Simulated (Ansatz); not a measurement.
The starting structures come from a database of crystals and need not be the phases stable at ambient conditions.

 Where the default PAW files enter, the runs use the earlier of Ansatz's two default sets.

Tunnelling through a barrier is set by its complex band structure: the current falls as exp(−2κd) with the smallest κ.

Here is the system:

```yaml
crystal:
  lattice:
    - [4.93645, 0.00000, 0.00000]
    - [0.00000, 5.72971, 0.00000]
    - [0.04784, 0.00000, 4.67648]
  atoms:
    - { symbol: Zn, position: [0.25000, 0.67636, 0.50000] }
    - { symbol: Zn, position: [0.75000, 0.32364, 0.50000] }
    - { symbol: W, position: [0.25000, 0.18113, 0.00000] }
    - { symbol: W, position: [0.75000, 0.81887, 0.00000] }
    - { symbol: O, position: [0.93508, 0.10643, 0.78269] }
    - { symbol: O, position: [0.06492, 0.89357, 0.21731] }
    - { symbol: O, position: [0.56492, 0.10643, 0.21731] }
    - { symbol: O, position: [0.43508, 0.89357, 0.78269] }
    - { symbol: O, position: [0.40266, 0.37611, 0.74307] }
    - { symbol: O, position: [0.59734, 0.62389, 0.25693] }
    - { symbol: O, position: [0.09734, 0.37611, 0.25693] }
    - { symbol: O, position: [0.90266, 0.62389, 0.74307] }
```

Space group of this cell: P2/c. The cell is taken as given; by r2SCAN its mean pressure is -2.5 GPa.

Transport runs along the normal of the first two printed cell vectors.

The gap is the functional's own, uncorrected, and κ follows it; spin-orbit coupling is left out. Mid-gap values are interpolated between the computed energies.

Question: State the band gap and the smallest decay constant κ at mid-gap according to r2SCAN in Ansatz (a program for electronic structure).

Answer: Gap 3.25 eV on a 6×6×6 mesh; κ = 0.383 1/Å, at (0.000, 0.500) of the in-plane reciprocal vectors. At the zone centre, at the nearest computed energy, the slowest state has κ = 0.39 1/Å.
